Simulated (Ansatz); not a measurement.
The starting structures come from a database of crystals and need not be the phases stable at ambient conditions.

By PBEsol, the system below comes out a metal.

A figure of merit of an interconnect metal is its ballistic conductance per area.

Data:

```yaml
crystal:
  lattice:
    - [2.75607, 0.00000, 0.00000]
    - [-0.91869, 2.59845, 0.00000]
    - [0.91869, 1.29923, 2.18282]
  atoms:
    - { symbol: Al, position: [0.00000, 0.00000, 0.00000] }
```

Space group of this cell: Fmmm. The cell is strained (lengths along the current scaled by 0.97, ions clamped); by PBEsol its mean pressure is 4.9 GPa.

The current flows along the normal of the first two printed cell vectors. No spin-orbit coupling; the value is a mean over 0.1 eV about the Fermi level.

### Question
Predict the ballistic conductance per area from PBEsol run with Ansatz (an electronic-structure program).

### Answer
1.7 × 10¹⁵ S/m² for both spins.
